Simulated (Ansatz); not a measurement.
Base system: CdS in the zinc blende structure (space group F-43m, No. 216; a = 5.824 Å).

Calculations: PBEsol, PAW, 420 eV (Ansatz, a first-principles code; spin-orbit coupling left out).

For the base:

Pressure: 0.00 GPa
Width of the top valence band: 2.24 eV

Perturbation: every lattice vector is stretched by 1.50 %; the atoms relax in the strained cell.

What does the calculation give for the energy relative to the base after the change?

The energy goes up by 9.1 meV/atom.

How does this affect the pressure?

The pressure goes from zero to -2.47 GPa.

How does this affect the width of the top valence band?

The width of the top valence band shrinks by 0.156 eV (2.24 eV → 2.09 eV).

How does this affect the mean gap deformation potential ΔEg/Δln V?

The mean gap deformation potential ΔEg/Δln V amounts to -2.0 eV.

Whether these cells are dynamically stable was not tested.
